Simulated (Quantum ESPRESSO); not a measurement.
# Short convergence ladders for NbP (Imm2, 4 atoms in the cell)

```xyz
4
Lattice="1.6833 1.6833 5.7688 -1.6833 1.6833 5.7688 -1.6833 -1.6833 5.7688" Properties=species:S:1:pos:R:3 pbc="T T T"
Nb     0.0000     0.0000     8.7018
Nb    -1.6833     0.0000     5.7674
P      0.0000     0.0000     3.8391
P     -1.6833     0.0000     0.9547
```

Base method: PBEsol, GBRV 1.5 ultrasoft (PBESOL) pseudopotentials (plane waves; Quantum ESPRESSO).

Base settings: ecutwfc = 40 Ry; ecutrho = 320 Ry; occupations = smearing; smearing = gauss; degauss = 0.0147 Ry; potentials = {Nb: nb_pbesol_v1.uspp.F.UPF, P: p_pbesol_v1.5.uspp.F.UPF}; K_POINTS = automatic 4 4 4 0 0 0; conv_thr = 1e-11 Ry; mixing_beta = 0.7.

The count of work is k-points × plane waves × bands × iterations; it is no time. 

**The cutoff for other potential files**

Level: DFT, PBEsol, plane waves, PseudoDojo standard norm-conserving (PBESOL) pseudopotentials.

In this ladder: ecutrho = default; pseudopotentials = {Nb: Nb.upf, P: P.upf}.

The second cell is the first with its lattice scaled by 0.98.

The mesh stays at the base's, so the ladder's end is converged at best in this setting alone.

Only quantities that move along the ladder and can be compared are tabulated.

```csv
ecutwfc,free energy less the last step's (meV/atom),energy of the compressed cell less the first (meV/atom),pressure (GPa),largest difference of a force vector from the last step's (eV/Å),count of work / last
38 Ry,1307.86,-20.54,-46.23,0.014,0.11
59 Ry,65.36,-17.47,-12.74,0.002,0.20
85 Ry,0.71,-17.40,-8.35,0.000,0.36
128 Ry,0.32,-17.41,-8.35,0.000,0.66
170 Ry,0.00,-17.43,-8.35,0.000,1.0
```

Coarsest ecutwfc that holds the free energy within 5 meV/atom of the last step, with all finer ones: 85 Ry, at 0.36 of the last step's count of work; the step before is off by 65 meV/atom.

Coarsest ecutwfc that holds the pressure within 0.05 GPa of the last step, with all finer ones: 85 Ry, at 0.36 of the last step's count of work; the step before is off by 4.4 GPa.

Coarsest ecutwfc that holds the energy of the compressed cell less the first within 2 meV/atom of the last step, with all finer ones: 59 Ry, at 0.20 of the last step's count of work; the step before is off by 3.1 meV/atom.

The energy difference between the two cells stays within 1 meV/atom of the last step's from 59 Ry on, the total only from 85 Ry on: much of the error is common to both cells and cancels.

At the lowest cutoff the pressure lies 37.9 GPa under the last step's, the usual sign of Pulay stress in an incomplete plane-wave basis.

**The density cutoff**

The second cell is the first with its lattice scaled by 0.98.

The mesh stays at the base's, so the ladder's end is converged at best in this setting alone.

Only quantities that move along the ladder and can be compared are tabulated.

| ecutrho | free energy less the last step's (meV/atom) | energy of the compressed cell less the first (meV/atom) | pressure (GPa) | largest difference of a force vector from the last step's (eV/Å) |
|---|---|---|---|---|
| 80 Ry | -42.27 | -7.98 | -4.95 | 0.074 |
| 160 Ry | -1.56 | -18.44 | -8.55 | 0.001 |
| 240 Ry | -0.52 | -18.55 | -8.58 | 0.000 |
| 320 Ry | -0.03 | -18.58 | -8.61 | 0.000 |
| 400 Ry | 0.00 | -18.59 | -8.62 | 0.000 |
| 640 Ry | 0.00 | -18.59 | -8.62 | 0.000 |

Coarsest ecutrho that holds the energy of the compressed cell less the first within 0.2 meV/atom of the last step, with all finer ones: 160 Ry; the step before is off by 11 meV/atom.

Coarsest ecutrho that holds the pressure within 0.05 GPa of the last step, with all finer ones: 240 Ry; the step before is off by 0.07 GPa.

Coarsest ecutrho that holds the free energy within 1 meV/atom of the last step, with all finer ones: 240 Ry; the step before is off by 1.6 meV/atom.

The energy difference between the two cells stays within 1 meV/atom of the last step's from 160 Ry on, the total only from 240 Ry on: much of the error is common to both cells and cancels.

On the base run: the starting cell comes from a database of computed structures (which also holds hypothetical and non-ambient phases and stackings), without a prior relaxation at this level. Its lattice was rescaled by up to half a per cent. One atom was moved a little off its site on purpose. Spin polarisation is off. In the base run, with a pressure of about -9 GPa the cell is away from its equilibrium volume at this level. Without a gap this mesh is coarse (it stands for a supercell whose shortest vector is 13 Å).
